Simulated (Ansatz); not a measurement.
The parent structure is PbS2 (space group I4/mcm, No. 140; a cell from a computed database, its experimental status unchecked).

```xyz
6
Lattice="-3.0354 3.0354 3.7314 3.0354 -3.0354 3.7314 3.0354 3.0354 -3.7314" Properties=species:S:1:pos:R:3 pbc="T T T"
Pb     0.0000     0.0000     5.5970
Pb     0.0000     0.0000     1.8657
S      3.7713     0.7359     0.0000
S     -0.7359     2.2995     3.7314
S      2.2995     0.7359     3.7314
S      0.7359     2.2995     0.0000
```

All numbers come from DFT with PBEsol, PAW potentials and a 420 eV plane-wave cutoff in Ansatz (a program for electronic structure), no spin-orbit coupling.

Base values:

The lattice parameter a is 6.071 Å and the c/a ratio comes out as 1.229. The band gap is zero.

One thing is altered: full substitution S → Se, then cell and atoms are relaxed.

Tabulated Pauling electronegativity and covalent radius: S 2.58, 1.05 Å; Se 2.55, 1.20 Å.

Q: Estimate the effect on the lattice parameter a.

A: The lattice parameter a increases by 0.306 Å, from 6.071 Å to 6.377 Å.

Q: What happens to the c/a ratio?

A: The c/a ratio shrinks by 0.018, from 1.229 to 1.211.

Q: What does the calculation give for the band gap after the change?

A: The band gap stays zero.

Spin-orbit coupling, missing from the scalar runs, can matter with Pb. Whether these cells are dynamically stable was not tested. For PbSe2 in this form, whether it has been made was not checked. All final runs are without spin polarisation. A zero or small gap of PbSe2 and PbS2 can be the functional's error rather than a property of the material.
